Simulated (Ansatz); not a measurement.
System: Pt3AlN (model structure, started from the Ni3MgC type, Pm-3m, No. 221, 5 atoms in the cell). Method: LDA in Ansatz (plane waves, PAW).

Numerical settings: plane-wave cutoff 520 eV, 14×14×14 k mesh, Fermi–Dirac smearing 0.05 eV, scalar-relativistic PAW data made under PBE.

Cell (relaxed at this level):

Space group Pm-3m (No. 221); a = b = c = 4.1072 Å, α = β = γ = 90.00°

```tsv
atom	site	symmetry	x	y	z
Al	1a	m-3m	0.0000	0.0000	0.0000
Pt	3c	4/mm.m	0.0000	0.5000	0.5000
N	1b	m-3m	0.5000	0.5000	0.5000
```

### Question
What does this level give for the bulk modulus?

### Answer

- bulk modulus: 234 GPa

The run finds no gap.

Note: the bulk modulus is −V dP/dV from two relaxed cells at ±2 % in volume; the relaxation could raise the start's symmetry but not lower it, so the cell can be a saddle point.

Spin–orbit coupling is not included; it can open a gap where bands touch, and shift volumes and moduli.

A model structure was made by putting elements into a prototype or built by hand; it is no filed structure, need not be a known phase, and can be a saddle point held by its symmetry.

Ansatz is a quantum-chemistry and plane-wave program.
